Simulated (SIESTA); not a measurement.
A self-consistent single point of Mn3Co (P6_3/mmc, 8 atoms in the cell) with SIESTA

Method: SIESTA with GGA PBEsol, numerical atomic orbitals DZP, PseudoDojo PBEsol standard norm-conserving potentials (rewritten from UPF to PSML).

The input file:

```
# files in the folder: Mn.psml Co.psml (PseudoDojo PBEsol standard)
SystemName  Mn3Co
SystemLabel mn3co

NumberOfAtoms                8
NumberOfSpecies              2
%block ChemicalSpeciesLabel
  1 25 Mn
  2 27 Co
%endblock ChemicalSpeciesLabel
LatticeConstant              4.974270 Ang
%block LatticeVectors
     1.000000000    0.000000000    0.000000000
    -0.500000000    0.866025367    0.000000000
     0.000000000    0.000000000    0.794751793
%endblock LatticeVectors
AtomicCoordinatesFormat      Ang
%block AtomicCoordinatesAndAtomicSpecies
     1.211694865    0.699572326    2.964982500  1
     1.275440135    3.608271674    0.988327500  1
     0.000000000    1.399144653    0.988327500  1
     2.487135000    2.908699347    2.964982500  1
     3.762575135    0.699572326    2.964982500  1
    -1.275440135    3.608271674    0.988327500  1
     2.487137487    1.435946564    0.988327500  2
    -0.000002487    2.871897436    2.964982500  2
%endblock AtomicCoordinatesAndAtomicSpecies

XC.functional                GGA
XC.authors                   PBEsol
PAO.BasisSize                DZP
PAO.EnergyShift              0.005 Ry
MeshCutoff                   400 Ry
%block kgrid.MonkhorstPack
    5   0   0  0.0
    0   5   0  0.0
    0   0   6  0.0
%endblock kgrid.MonkhorstPack
OccupationFunction           MP
OccupationMPOrder            0
ElectronicTemperature        580.23 K

MaxSCFIterations             150
SCF.Mixer.Method             Broyden
SCF.Mixer.Weight             0.1
SCF.Mixer.History            6
SCF.DM.Tolerance             1.0E-04
Diag.ParallelOverK           true
WriteForces                  true
Charge.Mulliken              end
```

The program printed (abridged):

```
reinit: Reading from file input.fdf

reinit: System Name: Mn3Co
reinit: System Label: mn3co

coor:   Atomic-coordinates input format  =     Cartesian coordinates
coor:                                          (in Angstroms)

siesta: Atomic coordinates (Bohr) and species
siesta:      2.28977   1.32200   5.60300  1        1
siesta:      2.41023   6.81865   1.86767  1        2
siesta:      0.00000   2.64400   1.86767  1        3
siesta:      4.70000   5.49665   5.60300  1        4
siesta:      7.11024   1.32200   5.60300  1        5
siesta:     -2.41023   6.81865   1.86767  1        6
siesta:      4.70001   2.71355   1.86767  2        7
siesta:     -0.00000   5.42710   5.60300  2        8

siesta: System type = bulk

initatomlists: Number of atoms, orbitals, and projectors:      8   152   144

siesta: ******************** Simulation parameters ****************************
redata: Spin configuration                          = none
redata: Time-Reversal Symmetry                      = T
redata: Number of Atomic Species                    =        2
redata: Mesh Cutoff                                 =   400.0000 Ry
redata: Net charge of the system                    =     0.0000 |e|
redata: Min. number of SCF Iter                     =        0
redata: Max. number of SCF Iter                     =      150
redata: SCF convergence failure will abort job
redata: SCF mix quantity                            = Hamiltonian
redata: Mix DM or H after convergence               =   F
redata: Recompute H after scf cycle                 =   F
redata: Mix DM in first SCF step                    =   T
redata: No kicks to SCF
redata: DM Mixing Weight for Kicks                  =     0.5000
redata: Require Harris convergence for SCF          =   F
redata: Harris energy tolerance for SCF             =     0.000100 eV
redata: Require DM convergence for SCF              =   T
   [... lines left out ...]
diag: Used triangular part                          = Lower
diag: Absolute tolerance                            =  0.100E-15
diag: Orthogonalization factor                      =  0.100E-05
diag: Memory factor                                 =  1.0000

superc: Internal auxiliary supercell:     5 x     5 x     5  =     125
superc: Number of atoms, orbitals, and projectors:   1000  19000  18000

                        Single-point calculation

superc: Internal auxiliary supercell:     5 x     5 x     5  =     125
superc: Number of atoms, orbitals, and projectors:   1000  19000  18000

outcell: Unit cell vectors (Ang):
        4.974270    0.000000    0.000000
       -2.487135    4.307844    0.000000
        0.000000    0.000000    3.953310

outcell: Cell vector modules (Ang)   :    4.974270    4.974270    3.953310
outcell: Cell angles (23,13,12) (deg):     90.0000     90.0000    120.0000
outcell: Cell volume (Ang**3)        :     84.7130
new_DM -- step:     1
Initializing Density Matrix...

Attempting to read DM from file... Failed...
DM filled with atomic data:

InitMesh: MESH = 54 x 54 x 48 = 139968
InitMesh: Mesh cutoff (required, used) =   400.000   407.439 Ry

stepf: Methfessel-Paxton step function
       Using Hermite-Gauss polynomials of order  0
        iscf     Eharris(eV)        E_KS(eV)     FreeEng(eV)     dDmax    Ef(eV) dHmax(eV)
   scf:    1   -25954.163306   -26053.140016   -26053.150172  1.144718 -3.728672 11.490598
   scf:    2   -26069.990186   -26063.408367   -26063.419532  0.256770 -4.295466 10.318482
   scf:    3   -26068.307408   -26068.904784   -26068.916997  0.237485 -4.972466  6.367381
   scf:    4   -26075.221884   -26075.067502   -26075.087506  0.232446 -5.915072  1.104473
   scf:    5   -26074.183974   -26074.933135   -26074.947320  0.052365 -5.805361  1.589825
   scf:    6   -26075.041624   -26075.166657   -26075.184578  0.036896 -5.877838  0.549331
   [... 5 lines left out ...]
   scf:   12   -26075.183752   -26075.183746   -26075.200575  0.000266 -5.877432  0.003240
   scf:   13   -26075.183756   -26075.183751   -26075.200578  0.000267 -5.877690  0.001768
   scf:   14   -26075.183758   -26075.183754   -26075.200578  0.000140 -5.877815  0.001080
   scf:   15   -26075.183757   -26075.183756   -26075.200578  0.000034 -5.877863  0.001365
   scf:   16   -26075.183759   -26075.183757   -26075.200578  0.000022 -5.877906  0.000808
SCF Convergence by DM+H criterion
max |DM_out - DM_in|         :     0.0000219988
max |H_out - H_in|      (eV) :     0.0008084642
SCF cycle converged after 16 iterations

Using DM_out to compute the final energy and forces

siesta: E_KS(eV) =           -26075.1838

siesta: E_KS - E_eggbox =    -26075.1838

siesta: Atomic forces (eV/Ang):
     1   -0.038267   -0.021990    0.000000
     2    0.038249    0.021980   -0.000000
     3    0.000091   -0.044116    0.000000
     4   -0.000091    0.044135   -0.000000
     5    0.038173   -0.022040    0.000000
     6   -0.038155    0.022030   -0.000000
     7    0.000017   -0.000010   -0.000000
     8   -0.000016    0.000009    0.000000
   Tot    0.000000   -0.000002    0.000000
   Max    0.044135
   Res    0.022053    sqrt( Sum f_i^2 / 3N )
   Max    0.044135    constrained

Stress tensor Voigt[x,y,z,yz,xz,xy] (kbar):      150.33      150.49      145.83       -0.00       -0.00        0.14
(Free)E + p*V (eV/cell)   -26083.0726
Target enthalpy (eV/cell)   -26075.2006

siesta: Program's energy decomposition (eV):
siesta: Ebs     =     -4607.717239
siesta: Eions   =     34214.585262
siesta: Ena     =      3090.508518
siesta: Ekin    =     11489.186893
siesta: Enl     =     -2193.003132
siesta: Eso     =         0.000000
siesta: Edftu   =         0.000000
siesta: DEna    =       215.352094
siesta: DUscf   =         4.952874
siesta: DUext   =         0.000000
siesta: Ex      =     -4215.104140
siesta: Ec      =      -252.491601
siesta: Exc     =     -4467.595741
siesta: Eharris =    -26075.183759
siesta: Etot    =    -26075.183757
siesta: FreeEng =    -26075.200578

siesta: Atomic forces (eV/Ang):
siesta:      1   -0.038267   -0.021990    0.000000
siesta:      2    0.038249    0.021980   -0.000000
siesta:      3    0.000091   -0.044116    0.000000
siesta:      4   -0.000091    0.044135   -0.000000
siesta:      5    0.038173   -0.022040    0.000000
siesta:      6   -0.038155    0.022030   -0.000000
siesta:      7    0.000017   -0.000010   -0.000000
siesta:      8   -0.000016    0.000009    0.000000
siesta: ----------------------------------------
   [... lines left out ...]
siesta: Cell volume =         84.713026 Ang**3
siesta:        -148.88292489       -151.33650478  kBar
   [... lines left out ...]

             -0.204  -0.162  -0.190
   5 15.053   1.891   0.624  -0.196   1.985   1.980   1.985   0.344   0.381
              0.335   1.313   1.336   1.360   1.291   1.336  -0.187  -0.166

             -0.204  -0.173  -0.183
   6 15.053   1.891   0.624  -0.196   1.985   1.980   1.985   0.344   0.381
              0.335   1.313   1.336   1.360   1.291   1.336  -0.187  -0.166

             -0.204  -0.173  -0.183

Species: Co
Atom  Qatom  Qorb
               3s      4s      4s      3py     3pz     3px     4py     4pz
               4px     3dxy    3dyz    3dz2    3dxz    3dx2-y2 3dxy    3dyz
               3dz2    3dxz    3dx2-y2
   7 16.842   1.888   0.258   0.028   1.997   1.995   1.997   0.359   0.402
              0.359   1.668   1.704   1.623   1.704   1.668  -0.163  -0.157

             -0.168  -0.157  -0.163
   8 16.842   1.888   0.258   0.028   1.997   1.995   1.997   0.359   0.402
              0.359   1.668   1.704   1.623   1.704   1.668  -0.163  -0.157

             -0.168  -0.157  -0.163

mulliken: Qtot =      124.000

Mulliken Atomic Populations:
Atom #   charge [q] valence [e]  Species
     1    -0.052724   15.052724  Mn
     2    -0.052699   15.052699  Mn
     3    -0.052697   15.052697  Mn
     4    -0.052725   15.052725  Mn
     5    -0.052756   15.052756  Mn
     6    -0.052732   15.052732  Mn
     7     0.158166   16.841834  Co
     8     0.158167   16.841833  Co
 Total     0.000000
```

The run converged in 16 iterations.

The starting cell comes from a database of computed structures (which also holds hypothetical and non-ambient phases and stackings), without a prior relaxation at this level. Spin polarisation is off. Values carry the incompleteness of an atom-centred basis. With a pressure of about -15 GPa the cell is away from its equilibrium volume at this level.

Cost on one core of a shared machine: roughly 2 min.
